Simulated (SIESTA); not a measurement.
**A self-consistent single point of Au (Fm-3m, 1 atom in the cell) with SIESTA**

Method: GGA PBE, numerical atomic orbitals TZP, PseudoDojo PBE standard norm-conserving potentials (rewritten from UPF to PSML) (SIESTA).

The input file:

```
# files in the folder: Au.psml (PseudoDojo PBE standard)
SystemName  Au
SystemLabel au

NumberOfAtoms                1
NumberOfSpecies              1
%block ChemicalSpeciesLabel
  1 79 Au
%endblock ChemicalSpeciesLabel
LatticeConstant              1.0 Bohr
%block LatticeVectors
     0.000000000    4.000417925    4.000417925
     4.000417925    0.000000000    4.000417925
     4.000417925    4.000417925    0.000000000
%endblock LatticeVectors
AtomicCoordinatesFormat      Ang
%block AtomicCoordinatesAndAtomicSpecies
     0.000000000    0.000000000    0.000000000  1
%endblock AtomicCoordinatesAndAtomicSpecies

XC.functional                GGA
XC.authors                   PBE
PAO.BasisSize                TZP
PAO.EnergyShift              0.01 Ry
MeshCutoff                   400 Ry
%block kgrid.MonkhorstPack
   13   0   0  0.0
    0  13   0  0.0
    0   0  13  0.0
%endblock kgrid.MonkhorstPack
OccupationFunction           MP
OccupationMPOrder            0
ElectronicTemperature        0.136 eV

MaxSCFIterations             150
SCF.Mixer.Method             Pulay
SCF.Mixer.Weight             0.2
SCF.Mixer.History            8
SCF.DM.Tolerance             1.0E-04
Diag.ParallelOverK           true
WriteForces                  true
```

Output, abridged:

```
reinit: Reading from file input.fdf

reinit: System Name: Au
reinit: System Label: au

coor:   Atomic-coordinates input format  =     Cartesian coordinates
coor:                                          (in Angstroms)

siesta: Atomic coordinates (Bohr) and species
siesta:      0.00000   0.00000   0.00000  1        1

siesta: System type = bulk

initatomlists: Number of atoms, orbitals, and projectors:      1    25    25

siesta: ******************** Simulation parameters ****************************
redata: Spin configuration                          = none
redata: Time-Reversal Symmetry                      = T
redata: Number of Atomic Species                    =        1
redata: Mesh Cutoff                                 =   400.0000 Ry
redata: Net charge of the system                    =     0.0000 |e|
redata: Min. number of SCF Iter                     =        0
redata: Max. number of SCF Iter                     =      150
redata: SCF convergence failure will abort job
redata: SCF mix quantity                            = Hamiltonian
redata: Mix DM or H after convergence               =   F
redata: Recompute H after scf cycle                 =   F
redata: Mix DM in first SCF step                    =   T
redata: No kicks to SCF
redata: DM Mixing Weight for Kicks                  =     0.5000
redata: Require Harris convergence for SCF          =   F
redata: Harris energy tolerance for SCF             =     0.000100 eV
redata: Require DM convergence for SCF              =   T
redata: DM tolerance for SCF                        =     0.000100
redata: Require EDM convergence for SCF             =   F
redata: EDM tolerance for SCF                       =     0.001000 eV
redata: Require H convergence for SCF               =   T
redata: Hamiltonian tolerance for SCF               =     0.001000 eV
redata: Require (free) Energy convergence for SCF   =   F
redata: (free) Energy tolerance for SCF             =     0.000100 eV
redata: Using DFT-D3 dispersion                     =   F
redata: Using Saved Data (generic)                  =   F
redata: Method of Calculation                       = Diagonalization
redata: Electronic Temperature                      =  1578.2145 K
redata: Number of TDED substeps                     =        3
redata: Dynamics option                             = Single-point calculation
redata: Save all siesta data in one NC              =   F
redata: ***********************************************************************

%block SCF.Mixers
  Pulay
%endblock SCF.Mixers

%block SCF.Mixer.Pulay
  # Mixing method
  method pulay
  variant stable

  # Mixing options
  weight 0.2000
  weight.linear 0.2000
  history 8
%endblock SCF.Mixer.Pulay

DM_history_depth set to one: no extrapolation allowed by default for geometry relaxation
Size of DM history Fstack: 1
Total number of electrons:    19.000000
Total ionic charge:    19.000000

* ProcessorY, Blocksize:    1  26

* Orbital distribution balance (max,min):    25    25

 Kpoints in:         1183 . Kpoints trimmed:         1099

siesta: k-grid: Number of k-points = 1099
siesta: k-points from Monkhorst-Pack grid
siesta: k-cutoff (effective) =    19.460 Ang
siesta: k-point supercell and displacements
siesta: k-grid:    13     0     0      0.000
siesta: k-grid:     0    13     0      0.000
siesta: k-grid:     0     0    13      0.000

diag: Algorithm                                     = D&C
diag: Parallel over k                               =   F
diag: Use parallel 2D distribution                  =   F
diag: Parallel block-size                           = 26
diag: Parallel distribution                         =     1 x     1
diag: Used triangular part                          = Lower
diag: Absolute tolerance                            =  0.100E-15
diag: Orthogonalization factor                      =  0.100E-05
diag: Memory factor                                 =  1.0000

superc: Internal auxiliary supercell:     5 x     5 x     5  =     125
superc: Number of atoms, orbitals, and projectors:    125   3125   3125

                        Single-point calculation

superc: Internal auxiliary supercell:     5 x     5 x     5  =     125
superc: Number of atoms, orbitals, and projectors:    125   3125   3125

outcell: Unit cell vectors (Ang):
        0.000000    2.116930    2.116930
        2.116930    0.000000    2.116930
        2.116930    2.116930    0.000000

outcell: Cell vector modules (Ang)   :    2.993791    2.993791    2.993791
outcell: Cell angles (23,13,12) (deg):     60.0000     60.0000     60.0000
outcell: Cell volume (Ang**3)        :     18.9736
new_DM -- step:     1
Initializing Density Matrix...

Attempting to read DM from file... Failed...
DM filled with atomic data:

InitMesh: MESH = 30 x 30 x 30 = 27000
InitMesh: Mesh cutoff (required, used) =   400.000   416.287 Ry

stepf: Methfessel-Paxton step function
       Using Hermite-Gauss polynomials of order  0

        iscf     Eharris(eV)        E_KS(eV)     FreeEng(eV)     dDmax    Ef(eV) dHmax(eV)
   scf:    1    -4022.924143    -4027.917411    -4027.919174  1.308081  0.338386 12.422594
   scf:    2    -4032.666060    -4030.529925    -4030.532313  0.307521 -0.637128  6.593270
   scf:    3    -4031.929689    -4031.505959    -4031.509890  0.284989 -1.525402  0.149267
   scf:    4    -4031.503406    -4031.505137    -4031.509059  0.017500 -1.615089  0.183607
   scf:    5    -4031.506852    -4031.506541    -4031.510457  0.017741 -1.639305  0.032350
   scf:    6    -4031.506623    -4031.506595    -4031.510520  0.003054 -1.634548  0.004298
   scf:    7    -4031.506595    -4031.506595    -4031.510520  0.000158 -1.635039  0.000141
   scf:    8    -4031.506595    -4031.506595    -4031.510520  0.000011 -1.634989  0.000040

SCF Convergence by DM+H criterion
max |DM_out - DM_in|         :     0.0000109185
max |H_out - H_in|      (eV) :     0.0000395092
SCF cycle converged after 8 iterations

Using DM_out to compute the final energy and forces

siesta: E_KS(eV) =            -4031.5066

siesta: E_KS - E_eggbox =     -4031.5066

siesta: Atomic forces (eV/Ang):
     1    0.000000   -0.000000    0.000000
   Tot    0.000000   -0.000000    0.000000
   Max    0.000000
   Res    0.000000    sqrt( Sum f_i^2 / 3N )
   Max    0.000000    constrained

Stress tensor Voigt[x,y,z,yz,xz,xy] (kbar):       98.21       98.21       98.21       -0.07       -0.07       -0.07
(Free)E + p*V (eV/cell)    -4032.6736
Target enthalpy (eV/cell)    -4031.5105

siesta: Program's energy decomposition (eV):
siesta: Ebs     =      -626.994150
siesta: Eions   =      5077.812339
siesta: Ena     =       489.721814
siesta: Ekin    =      1154.693571
siesta: Enl     =        67.424243
siesta: Eso     =         0.000000
siesta: Edftu   =         0.000000
siesta: DEna    =        40.856761
siesta: DUscf   =         1.534469
siesta: DUext   =         0.000000
siesta: Ex      =      -666.792268
siesta: Ec      =       -41.132846
siesta: Exc     =      -707.925114
siesta: Eharris =     -4031.506595
siesta: Etot    =     -4031.506595
siesta: FreeEng =     -4031.510520

siesta: Stress tensor (static) (eV/Ang**3):
siesta:     0.061300   -0.000042   -0.000042
siesta:    -0.000042    0.061300   -0.000042
siesta:    -0.000042   -0.000042    0.061300

siesta: Cell volume =         18.973589 Ang**3

siesta: Pressure (static):
siesta:                Solid            Molecule  Units
siesta:          -0.00066764         -0.00066764  Ry/Bohr**3
siesta:          -0.06129995         -0.06129995  eV/Ang**3
siesta:         -98.21334497        -98.21334497  kBar
```

The run converged in 8 iterations.

The starting cell comes from a database of computed structures (which also holds hypothetical and non-ambient phases and stackings), without a prior relaxation at this level. Its lattice was rescaled by a random factor within 2.5 % of one. Values carry the incompleteness of an atom-centred basis. With a pressure of about -10 GPa the cell is away from its equilibrium volume at this level.
